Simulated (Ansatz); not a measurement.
MgCO₃, treated with PBEsol (plane waves, PAW; Ansatz, a program for electronic structure).

Run with plane-wave cutoff 520 eV, 12×12×12 k mesh, Fermi–Dirac smearing 0.03 eV, scalar-relativistic PAW data made under PBE.

Starting structure:

```yaml
crystal:
  lattice:
    - [2.31600, 1.33714, 5.00067]
    - [-2.31600, 1.33714, 5.00067]
    - [0.00000, -2.67429, 5.00067]
  atoms:
    - { symbol: Mg, position: [0.00000, 0.00000, 0.00000] }
    - { symbol: Mg, position: [0.50000, 0.50000, 0.50000] }
    - { symbol: C, position: [0.75000, 0.75000, 0.75000] }
    - { symbol: C, position: [0.25000, 0.25000, 0.25000] }
    - { symbol: O, position: [0.75000, 0.02748, 0.47252] }
    - { symbol: O, position: [0.52748, 0.25000, 0.97252] }
    - { symbol: O, position: [0.02748, 0.47252, 0.75000] }
    - { symbol: O, position: [0.25000, 0.97252, 0.52748] }
    - { symbol: O, position: [0.47252, 0.75000, 0.02748] }
    - { symbol: O, position: [0.97252, 0.52748, 0.25000] }
```

Task: Into what structure does the relaxation of cell and atoms lead at this level, with the symmetry of the start kept?

Result: The volume increases by 0.2 %; final space group R-3c.
```yaml
crystal:
  lattice:
    - [2.32429, 1.34193, 4.97745]
    - [-2.32429, 1.34193, 4.97745]
    - [0.00000, -2.68386, 4.97745]
  atoms:
    - { symbol: Mg, position: [0.00000, 0.00000, 0.00000] }
    - { symbol: Mg, position: [0.50000, 0.50000, 0.50000] }
    - { symbol: C, position: [0.75000, 0.75000, 0.75000] }
    - { symbol: C, position: [0.25000, 0.25000, 0.25000] }
    - { symbol: O, position: [0.75000, 0.02717, 0.47283] }
    - { symbol: O, position: [0.52717, 0.25000, 0.97283] }
    - { symbol: O, position: [0.02717, 0.47283, 0.75000] }
    - { symbol: O, position: [0.25000, 0.97283, 0.52717] }
    - { symbol: O, position: [0.47283, 0.75000, 0.02717] }
    - { symbol: O, position: [0.97283, 0.52717, 0.25000] }
```
